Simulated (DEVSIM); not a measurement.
Device: Ru/HfO2/p-GaSb capacitor, at 400 K.

| layer (left to right) | material | thickness (nm) | Na (cm⁻³) |
|---|---|---|---|
| 1 | HfO2 | 2.80 | - |
| 2 | GaSb | 720 | 7e17 |

Metal gate on the left, work function 4.7 eV. Fixed charge at the semiconductor interface 1.1e10 cm⁻² (in units of +e); interface traps 1.5e11 cm⁻² eV⁻¹, uniform in energy, neutral level at 0.7 of the gap above the valence band.

This is a model device: material constants are rounded textbook-type values typed into the input, and sizes, dopings and lifetimes were drawn at random. Values at 300 K; Nc and Nv go as T^1.5, mobilities as T to minus their exponent, the gap by Varshni's rule with the affinity fixed.

```csv
parameter,HfO2,GaSb
gap (eV),5.7,0.726
affinity (eV),2.5,4.06
permittivity,22,15.7
Nc (cm⁻³),-,2.1e17
Nv (cm⁻³),-,1.8e19
Varshni α (eV/K),-,0.00042
Varshni β (K),-,140
```

Simulated with DEVSIM: 1D Poisson equation in equilibrium, Boltzmann statistics, complete ionisation; no quantum confinement or tunnelling. Metal contacts follow the ideal Schottky-Mott rule: no Fermi-level pinning, no interface dipoles.

Base results: minimum of the low-frequency capacitance (μF/cm²) 0.432; capacitance of the dielectric stack (μF/cm²) 6.96; flat-band voltage (V) 0.08.

Question: What follows from this one change: substrate doping 7e+17 → 1.4e+17 cm^-3?

Answer: minimum of the low-frequency capacitance 0.432 → 0.242 μF/cm²; capacitance of the dielectric stack little changed (6.96 μF/cm²); flat-band voltage 0.08 → 0.13 V.

Question: What follows from this one change: HfO2 thickness 0.0028 → 0.0011 μm?

Answer: minimum of the low-frequency capacitance 0.432 → 0.453 μF/cm²; capacitance of the dielectric stack 6.96 → 17.7 μF/cm²; flat-band voltage little changed (0.08 V).

Question: What follows from this one change: temperature 400 → 350 K?

Answer: minimum of the low-frequency capacitance 0.432 → 0.409 μF/cm²; capacitance of the dielectric stack little changed (6.96 μF/cm²); flat-band voltage 0.08 → 0.04 V.

Question: What follows from this one change: fixed charge 1.1e+10 → -1.0489e+13 cm^-2?

Answer: minimum of the low-frequency capacitance little changed (0.432 μF/cm²); capacitance of the dielectric stack little changed (6.96 μF/cm²); flat-band voltage 0.08 → 0.32 V.
